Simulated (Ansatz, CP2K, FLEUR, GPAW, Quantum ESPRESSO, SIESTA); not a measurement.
Code comparison for NiPtF6 (R-3, 8 atoms in the cell)

Self-consistent single point.

```
NiPtF6
1.0
    2.45105     1.41511     4.54170
   -2.45105     1.41511     4.54170
    0.00000    -2.83022     4.54170
Ni Pt F
1 1 6
Direct
  0.00000   0.00000   0.00000
  0.50000   0.50000   0.50000
  0.90388   0.25259   0.59311
  0.09612   0.74741   0.40689
  0.59311   0.90388   0.25259
  0.40689   0.09612   0.74741
  0.25259   0.59311   0.90388
  0.74741   0.40689   0.09612
```
Moments meant for the start (each program seeds them in its own way; μB, in the order of the atoms Ni Pt F F F F F F): 2.0 0.0 0.0 0.0 0.0 0.0 0.0 0.0.

All programs got the same cell, k-point mesh and kind of occupations, and the same starting moments (in Ansatz's words: kpoints.mp_grid.grid = 4 4 4; magnetization.spin_polarized = true; scf.occupations.method = fermi_dirac; scf.occupations.width = 0.02 eV); potentials, basis and cutoffs are each program's usual ones.

| code | model | pressure (GPa) | largest force (eV/Å) | gap on the mesh (eV) | size of the net moment (μB/atom) | k-points | cutoff |
|---|---|---|---|---|---|---|---|
| SIESTA | GGA PBEsol, numerical atomic orbitals DZP, PseudoDojo PBEsol standard norm-conserving potentials (rewritten from UPF to PSML) | -4.61 | 0.557 | 0.870 | 0.25 | 44 | grid 350 Ry |
| Quantum ESPRESSO | PBEsol, SSSP 1.1.2 efficiency (PBE) pseudopotentials | -0.28 | 0.133 | 0.847 | 0.25 | 14 | 50 Ry |
| CP2K | PBEsol, GPW, DZVP-MOLOPT-SR-GTH basis, GTH-PBE potentials (GTH_POTENTIALS) | 0.37 | 0.154 | 1.058 | 0.25 | 36 | grid 600 Ry |
| GPAW | PBEsol, GPAW PAW datasets PBEsol (made by gpaw-setup) | – | 0.184 | 0.962 | 0.25 | 14 | 900 eV |
| Ansatz | PBEsol, PAW files made with PBE | -1.30 | 0.095 | 0.979 | 0.25 | 14 | default |
| FLEUR | PBEsol, all-electron FLAPW (FLEUR), scalar-relativistic valence | – | 0.232 | 0.974 | 0.25 | 14 | Kmax 4.7 1/bohr |

A dash marks a value that a program does not give, or that is left out as unsure.

Gaps are read on the mesh.

The spread over the programs that give each value: pressure within 4.98 GPa; largest force within 0.462 eV/Å; gap on the mesh within 0.211 eV; size of the net moment within 0.00 μB/atom.

The starting cell comes from a database of computed structures (which also holds hypothetical and non-ambient phases and stackings), without a prior relaxation at this level. On Ansatz's run: Spin-orbit coupling is off. With one magnetic atom in the cell only a parallel order is possible.

### Question
Why do the programs differ, and what cannot be compared?

### Answer
Differences of this kind can come from the potentials, where these differ, and from what each basis and cutoff leave unconverged. The valence holds different numbers of electrons (SIESTA 78, Quantum ESPRESSO 76, CP2K 78, GPAW 74, Ansatz (an electronic-structure program) 78, FLEUR 74). The zero of total energies and Fermi levels follows the potentials and each program's conventions, so they are not compared here. SIESTA and CP2K use small atom-centred bases, whose incompleteness enters pressures, forces and empty levels differently from a plane-wave cutoff. FLEUR treats all electrons, but the usual bases taken here (sphere radii, linearisation, local orbitals, empty states) were not tested for convergence, so the values are no reference for the others. Ansatz's pressure is given at a fixed set of plane waves, as the other plane-wave codes print theirs; with its correction for the finite basis it is -0.78 GPa (the shift of 0.52 GPa shows how far the cutoff is from converged). The pressure of GPAW is left out: its cutoff lies under the one at which its stress was checked. Site moments depend on each program's spheres or projections; the total moment of the cell does not. The programs reduce the same mesh by symmetry to different extents, which changes the work and not the result. In the pressure, SIESTA (by 3.82) and CP2K (by 1.16) lie more than 1 GPa from the median of the plane-wave programs.

Left out of this page: ABINIT (failed or unconverged).

Keys are those of Ansatz 0.2.
